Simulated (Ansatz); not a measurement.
The (321) surface of fcc Cu in its 1x1 cell, outermost plane spacing 0.49 Å in the ideal cut

The numbers are results of PBE (plane waves to 420 eV, PAW; Ansatz, a program for electronic structure), not measurements.

Slab: 22 atoms, 10.2 Å thick at the start (thin: gaps and levels are the slab's own); k 9x7x1, smearing 0.1 eV, dipole-corrected; all atoms relaxed; symmetry of the start imposed; no spin, no spin-orbit, no U.

```yaml
surface energy (mean of both faces): 1.58 J/m^2
surface_energy_before_relaxation: 1.63 J/m²
work_function_of_the_top_face: 4.43 eV
energy_released_by_relaxation: 0.15 eV
cost: very roughly 60 core-minutes
```
